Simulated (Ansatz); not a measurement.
Habitual settings against a tight run: Ti3Al (P6_3/mmc, 8 atoms in the cell)

Self-consistent single point.

```yaml
crystal:
  lattice:
    - [5.77586, 0.00000, 0.00000]
    - [-2.88793, 5.00204, 0.00000]
    - [0.00000, 0.00000, 4.65324]
  atoms:
    - { symbol: Ti, position: [0.82990, 0.65980, 0.25000] }
    - { symbol: Ti, position: [0.17010, 0.34020, 0.75000] }
    - { symbol: Ti, position: [0.17010, 0.82990, 0.75000] }
    - { symbol: Ti, position: [0.82990, 0.17010, 0.25000] }
    - { symbol: Ti, position: [0.34020, 0.17010, 0.25000] }
    - { symbol: Ti, position: [0.65980, 0.82990, 0.75000] }
    - { symbol: Al, position: [0.33333, 0.66667, 0.25000] }
    - { symbol: Al, position: [0.66667, 0.33333, 0.75000] }
```

Computed with PBEsol, harder PAW files (source: ansatz) made with PBE (plane waves; Ansatz, a quantum-chemistry and plane-wave program).

Base settings: basis.ecutwfc = 66.1 Ry; kpoints.mp_grid.grid = 8 8 9; hamiltonian.xc = pbesol; hamiltonian.pseudopotentials = {kind: paw, source: ansatz}; scf.occupations.method = cold; scf.occupations.width = 0.0073 Ry.

Tight run (finer mesh or higher cutoff; not a proven limit): basis.ecutwfc: 66.1 Ry → 92.6 Ry; kpoints.mp_grid.grid: 8 8 9 → 11 11 13; scf.convergence.dr2_threshold: default (1e-07 eV) → 1e-09 eV. It gave Fermi level (on the code's own zero) 12.31 eV; pressure -4.60 GPa; largest force (vector length) 0.052 eV/Å.

Quick runs, as changes from the base:
- A: the base itself
- B: basis.ecutwfc: 66.1 Ry → 39.7 Ry; kpoints.mp_grid.grid: 8 8 9 → 1 1 1; scf.occupations.width: 0.0073 Ry → 0.01 Ry
- C: basis.ecutwfc: 66.1 Ry → 33.1 Ry; kpoints.mp_grid.grid: 8 8 9 → 2 2 2; hamiltonian.xc: pbesol → lda [LDA (PW92)]
- D: basis.ecutwfc: 66.1 Ry → 33.1 Ry; kpoints.mp_grid.grid: 8 8 9 → 4 4 4; scf.occupations.method: cold → gaussian; scf.occupations.width: 0.0073 Ry → 0.02 Ry
- E: basis.ecutwfc: 66.1 Ry → 39.7 Ry; kpoints.mp_grid.grid: 8 8 9 → 3 3 3

Energies are extrapolated to zero smearing width, which holds to low order in the width alone.

Dashes: energy of C, another energy zero.

† marks runs with another functional, U, potentials or spin treatment: their distance from the tight run is not a convergence error alone.

The count of work is k-points × plane waves × bands × iterations; it is no time. 

Pressures in the table are Ansatz's without its Pulay estimate, at a fixed set of plane waves; the tight run's value above holds the estimate.

The starting cell comes from a database of computed structures (which also holds hypothetical and non-ambient phases and stackings), without a prior relaxation at this level. Its lattice was rescaled by a random factor within 2.5 % of one. Spin polarisation is off. In the base run, with a pressure of about -5 GPa the cell is away from its equilibrium volume at this level. The cutoff lies below the one recommended for these files.

| run | energy less tight (meV/atom) | pressure less tight (GPa) | largest miss in a force vector (eV/Å) | count of work / tight |
|---|---|---|---|---|
| A | 0.1 | 0.00 | 0.001 | 0.24 |
| B | -208.6 | -14.04 | 1.405 | 0.0025 |
| C† | – | -37.42 | 0.222 | 0.0067 |
| D | 521.7 | -31.88 | 0.052 | 0.020 |
| E | 63.9 | -5.50 | 0.090 | 0.037 |

Among the runs at the tight run's level, the energy misses run from 0.1 to 521.7 meV/atom.

Left out of this page: 1 run of the series with a known weakness of the program.

Keys are those of Ansatz 0.2.
